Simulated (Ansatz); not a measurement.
This concerns the energy of one form of ZnS over another. The value is E(A) − E(B), in meV per atom.

A: ZnS (wurtzite, P6₃mc), 4 atoms in the cell, k-point mesh 12×12×6 on the run's own vectors.
```yaml
crystal:
  lattice:
    - [3.84407, 0.00000, 0.00000]
    - [-1.92203, 3.32906, 0.00000]
    - [0.00000, 0.00000, 6.30464]
  atoms:
    - { symbol: Zn, position: [0.33333, 0.66667, 0.00027] }
    - { symbol: Zn, position: [0.66667, 0.33333, 0.50027] }
    - { symbol: S, position: [0.33333, 0.66667, 0.37473] }
    - { symbol: S, position: [0.66667, 0.33333, 0.87473] }
```

B: ZnS (zinc blende, F-43m), 2 atoms in the cell, k-point mesh 12×12×12 on the run's own vectors.
```yaml
crystal:
  lattice:
    - [0.00000, 2.72116, 2.72116]
    - [2.72116, 0.00000, 2.72116]
    - [2.72116, 2.72116, 0.00000]
  atoms:
    - { symbol: Zn, position: [0.00000, 0.00000, 0.00000] }
    - { symbol: S, position: [0.25000, 0.25000, 0.25000] }
```

Plane-wave PAW calculations with Ansatz (a program for electronic structure), its default PAW set, cutoff 420 eV. The structures are at rest with PBE; other levels are single points on them. HSE06 runs on coarser k-point meshes, mended by the PBE difference between the two meshes. Neutral cells; Fermi-Dirac smearing of at most 0.05 eV in the solids, energies taken to zero width. The lattices are those relaxed with PBE, so at other levels the solids can be strained, which adds to the spread. A dispersion term (D3(BJ), or D4 for r2SCAN) was computed beside these levels and is taken off wherever the name lacks it. No zero-point or thermal terms.

### Question
What value does HSE06 give?

### Answer
1 meV/atom for A less B, too close to call.

### Question
List the value at the remaining levels and say how far they part.

### Answer
```json
[
 {"Level": "PBE", "value (meV/atom)": "3", "less HSE06": "2"}
]
```

The levels span only 2 meV/atom, too little to tell them apart.
